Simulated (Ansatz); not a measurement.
## Cost against accuracy: kpoints.mp_grid.grid for CrI3 (R-3, 8 atoms in the cell)

Cell: a = 7.1349 Å, b = 7.1349 Å, c = 7.1349 Å, α = 54.83°, β = 54.83°, γ = 54.83°.

Method of the run: PBE (plane waves, PAW; Ansatz, a quantum-chemistry and plane-wave program).

Base settings: kpoints.mp_grid.grid = 3 3 3; hamiltonian.xc = pbe; hamiltonian.pseudopotentials = {kind: paw} (the program's default PAW files); magnetization.spin_polarized = true; scf.occupations.method = methfessel_paxton; scf.occupations.width = 0.136 eV.

Misses are taken against the tightest run, 8 8 8, which need not be fully converged itself. The energy is the free energy per atom.

The count of work is k-points × plane waves × bands × iterations; it is no time, and leaves out set-up, grids and terms that scale otherwise. Core times come from one kind of shared machine and are given to one figure; runs under 30 s give none.

The starting cell was generated: these elements placed on a structure prototype, without a prior relaxation; it need not be a known phase or ordering of this composition. The magnetic order is the one reached from the typed start; others were not searched systematically. In the base run, with a pressure of about 5 GPa the cell is away from its equilibrium volume at this level. Ansatz's pressure includes its estimate of the finite-basis (Pulay) stress.

The runs (kpoints.mp_grid.grid): 1 1 1 | 2 2 2 | 3 3 3 | 4 4 4 | 5 5 5 | 6 6 6 | 7 7 7 | 8 8 8.

Problem. Which is the coarsest setting among those run that, with all tighter ones, holds the energy within 10 meV/atom of the reference, and what does it save?

Solution. 2 2 2, off by 8.8 meV/atom; it needs 0.044 of the reference's count of work.

Problem. Which is the coarsest setting among those run that, with all tighter ones, holds the energy within 2 meV/atom of the reference, and what does it save?

Solution. 3 3 3, off by 0.65 meV/atom; it needs 0.072 of the reference's count of work.

Problem. What does the step from 1 1 1 to 2 2 2 buy?

Solution. It takes the miss in the energy from 240 to 8.8 meV/atom, for 4.0 times the count of work.

```tsv
kpoints.mp_grid.grid	energy less reference (meV/atom)	pressure less reference (GPa)	largest difference in the force on any atom (eV/Å)	count of work / reference	core time / reference (rough)
1 1 1	238.33	2.96	0.339	0.011	–
2 2 2	8.80	0.17	0.039	0.044	–
3 3 3	0.65	0.03	0.002	0.072	–
4 4 4	0.11	0.00	0.001	0.17	0.1
5 5 5	0.02	0.00	0.000	0.26	0.2
6 6 6	0.00	0.00	0.000	0.44	0.4
7 7 7	0.00	0.00	0.000	0.67	0.6
8 8 8	0.00	0.00	0.000	1.0	1
```

Keys are those of Ansatz 0.2.
